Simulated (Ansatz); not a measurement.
We consider TiGe2 (model structure, started from the AlB2 type, P6/mmm, No. 191, 3 atoms in the cell), described by PBEsol (plane waves, PAW; Ansatz, a first-principles code).

Numerical settings: plane-wave cutoff 520 eV, 18×18×12 k mesh (along the axes of the cell as run), Fermi–Dirac smearing 0.05 eV, no spin polarisation, scalar-relativistic PAW data made under PBE.

Cell (relaxed at this level):

```
TiGe2
1.0
    4.57998     0.00000     0.00000
   -2.28999     3.96638     0.00000
    0.00000     0.00000     2.64104
Ti Ge
1 2
Cartesian
  0.00000   0.00000   0.00000
  0.00000   2.64425   1.32052
  2.28999   1.32213   1.32052
```

**Question.** Give the computed bulk modulus B0.

**Answer.** 
- bulk modulus B0: 107 GPa

Note: the run has no spin polarisation, so it can have missed a magnetic state; the bulk modulus is −V dP/dV from two relaxed cells at ±2 % in volume; the relaxation could raise the start's symmetry but not lower it, so the cell can be a saddle point.

Static lattice: no zero-point or thermal effects.

A model structure was made by putting elements into a prototype or built by hand; it is no filed structure, need not be a known phase, and can be a saddle point held by its symmetry.
